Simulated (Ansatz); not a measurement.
# A computed series for Sn: pressure series

The parent structure is Sn in the diamond structure (space group Fd-3m, No. 227).

```
Sn
1.0
    0.00000     3.28324     3.28324
    3.28324     0.00000     3.28324
    3.28324     3.28324     0.00000
Sn
2
Direct
  0.00000   0.00000   0.00000
  0.25000   0.25000   0.25000
```

Cell and atoms are relaxed at each pressure.

Method: Ansatz (a program for electronic structure) r2SCAN, spin-orbit coupling left out.

Two rows of this table had their results exchanged by mistake.

```csv
pressure,volume per atom (Å³),shortest distance (Å),band gap
pressure −2 GPa,34.69,2.825,zero
pressure −1 GPa,36.28,2.867,zero
pressure 0.9 GPa,37.35,2.895,zero
pressure 2.1 GPa,33.87,2.802,zero
pressure 4.5 GPa,32.50,2.764,zero
pressure 9 GPa,30.55,2.707,0.40 eV
pressure 15 GPa,28.67,2.651,0.47 eV
pressure 22.5 GPa,26.94,2.596,0.35 eV
pressure 30 GPa,25.62,2.553,0.23 eV
```

Question: Which two?

Answer: The rows for pressure −2 GPa and pressure 0.9 GPa: the volume has to fall steadily with pressure, so 37.35 Å³ belongs to pressure −2 GPa and 34.69 Å³ to pressure 0.9 GPa.

Load acts through the strain it causes; cell and atoms are relaxed under it. No phonon test of stability was made. Tetrahedral semiconductors of this kind turn to denser phases somewhere between about 1 and 50 GPa; those were not computed, so compressed cells here can lie past the real transition. Gaps under 0.05 eV, about the width of the smearing, are given as zero. The zero or small gap of Sn can change with the level of theory.
